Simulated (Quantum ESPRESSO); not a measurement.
## How a calculation on Ti (P6_3/mmc, 4 atoms in the cell) responds to its settings

```
CELL_PARAMETERS angstrom
      2.94842     0.00000     0.00000
     -1.47421     2.55341     0.00000
      0.00000     0.00000     9.48657
ATOMIC_POSITIONS crystal
  Ti 0.00000 0.00000 0.00000
  Ti 0.00000 0.00000 0.50000
  Ti 0.33333 0.66667 0.25000
  Ti 0.66667 0.33333 0.75000
```

Base run A: Quantum ESPRESSO with PBE, PseudoDojo standard norm-conserving (PBE) pseudopotentials, self-consistent single point.

Its settings: ecutwfc = 85 Ry; occupations = smearing; smearing = marzari-vanderbilt; degauss = 0.019992 Ry; potentials = {Ti: Ti.upf}; K_POINTS = automatic 10 10 3 0 0 0; conv_thr = 1e-10 Ry; mixing_beta = 0.7.

The starting cell was generated: these elements placed on a structure prototype, without a prior relaxation; it need not be a known phase or ordering of this composition. Its lattice was rescaled by a random factor within 2.5 % of one. Spin polarisation is off.

ΔF is the free energy per atom less that of run A. 

```csv
run,"mixing_beta, mixing_mode",ΔF (meV/atom),pressure (GPa),iterations
A,"0.7, default",0.00,-2.28,19
B,"0.2, plain",0.00,-2.28,21
C,"0.5, plain",0.00,-2.28,23
D,"0.2, TF",0.00,-2.28,24
E,"0.5, TF",0.00,-2.28,15
F,"0.2, local-TF",0.00,-2.28,19
G,"0.5, local-TF",0.00,-2.28,17
```

Runs B, C, D, E, F, G ended on the same solution as A (within 1 meV/atom). The fewest iterations to that state were 15 (E); the most were 24.
